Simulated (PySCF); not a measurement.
PySCF 2.14.0, R2SCAN/def2-svp, df: 1,1,1-trifluoroethane (CC(F)(F)F), 8 atoms. The geometry is a generated start, not checked to be a minimum at this level.

| Item | Value |
|---|---|
| task | energy and gradient |
| method | r2scan |
| basis | def2-svp |
| two-electron scheme | density fitting |
| mol.max_memory | 7000 MB |
| mf.init_guess | minao (default) |
| mf.DIIS | CDIIS (default) |
| mf.diis_space | 8 (default) |
| mf.conv_tol | 1e-09 (default) |
| basis functions (reference run) | 85 |
| grid points (reference run) | 697104 |

```xyz
8

C      0.7963    -0.1560     0.0242
C     -0.6821     0.1341    -0.0187
F     -1.3226    -0.6218    -0.9255
F     -0.9428     1.4119    -0.3392
F     -1.2828    -0.0928     1.1573
H      0.9462    -1.2005     0.2868
H      1.2630     0.4820     0.7701
H      1.2248     0.0430    -0.9550
```

The reference run has mf.grids.level = 8, mf.grids.prune = nwchem_prune (default); it is not itself proven converged. Each setting ran once; only counts and results are compared.

Settings tried, all else as in the reference:
- mf.grids.level = 4
- mf.grids.level = 3 (default), mf.grids.atom_grid = 75×302
- mf.grids.level = 5
- mf.grids.level = 3 (default), mf.grids.atom_grid = 35×110
- mf.grids.level = 3 (default)
- mf.grids.level = 3 (default), mf.grids.atom_grid = 99×590
- mf.grids.level = 6
- mf.grids.level = 2
- mf.grids.level = 0
- mf.grids.level = 3 (default), no pruning
- mf.grids.level = 3 (default), mf.grids.atom_grid = 50×194
- mf.grids.level = 3 (default), mf.grids.prune = treutler_prune
- mf.grids.level = 1

Which settings reproduce the reference to 10 meV/atom in energy, 100 meV/Å in forces (largest component)?

Within it: mf.grids.level = 6; mf.grids.level = 5; mf.grids.level = 3 (default), mf.grids.atom_grid = 99×590; mf.grids.level = 4; mf.grids.level = 3 (default), mf.grids.prune = treutler_prune; mf.grids.level = 3 (default), mf.grids.atom_grid = 75×302; mf.grids.level = 3 (default); mf.grids.level = 3 (default), no pruning; mf.grids.level = 2. At the edge (between 0.75 and 1.33 times the tolerance): mf.grids.level = 3 (default), mf.grids.atom_grid = 50×194; mf.grids.level = 3 (default), mf.grids.atom_grid = 35×110. Outside: mf.grids.level = 1; mf.grids.level = 0.

```json
[
 {"setting": "the reference", "grid points": "697104", "energy against the reference": "—", "difference in forces (largest component)": "—"},
 {"setting": "mf.grids.level = 6", "grid points": "421848", "energy against the reference": "−0.0032 meV/atom", "difference in forces (largest component)": "0.86 meV/Å"},
 {"setting": "mf.grids.level = 5", "grid points": "288216", "energy against the reference": "+0.0087 meV/atom", "difference in forces (largest component)": "4.1 meV/Å"},
 {"setting": "mf.grids.level = 3 (default), mf.grids.atom_grid = 99×590", "grid points": "258136", "energy against the reference": "−0.023 meV/atom", "difference in forces (largest component)": "4.8 meV/Å"},
 {"setting": "mf.grids.level = 4", "grid points": "190848", "energy against the reference": "+0.019 meV/atom", "difference in forces (largest component)": "9.6 meV/Å"},
 {"setting": "mf.grids.level = 3 (default), mf.grids.prune = treutler_prune", "grid points": "86808", "energy against the reference": "+0.063 meV/atom", "difference in forces (largest component)": "30 meV/Å"},
 {"setting": "mf.grids.level = 3 (default), mf.grids.atom_grid = 75×302", "grid points": "115536", "energy against the reference": "+0.048 meV/atom", "difference in forces (largest component)": "31 meV/Å"},
 {"setting": "mf.grids.level = 3 (default)", "grid points": "100448", "energy against the reference": "+0.048 meV/atom", "difference in forces (largest component)": "31 meV/Å"},
 {"setting": "mf.grids.level = 3 (default), no pruning", "grid points": "158552", "energy against the reference": "+0.050 meV/atom", "difference in forces (largest component)": "31 meV/Å"},
 {"setting": "mf.grids.level = 2", "grid points": "73344", "energy against the reference": "−0.29 meV/atom", "difference in forces (largest component)": "53 meV/Å"},
 {"setting": "mf.grids.level = 3 (default), mf.grids.atom_grid = 50×194", "grid points": "52856", "energy against the reference": "+1.2 meV/atom", "difference in forces (largest component)": "80 meV/Å"},
 {"setting": "mf.grids.level = 3 (default), mf.grids.atom_grid = 35×110", "grid points": "23000", "energy against the reference": "+5.0 meV/atom", "difference in forces (largest component)": "110 meV/Å"},
 {"setting": "mf.grids.level = 1", "grid points": "33680", "energy against the reference": "+0.17 meV/atom", "difference in forces (largest component)": "210 meV/Å"},
 {"setting": "mf.grids.level = 0", "grid points": "7296", "energy against the reference": "−8.3 meV/atom", "difference in forces (largest component)": "1800 meV/Å"}
]
```

Total energies are compared; such shifts often cancel in part in energy differences. The gradients leave out the derivatives of the grid weights. The tolerance is a choice made for this comparison.
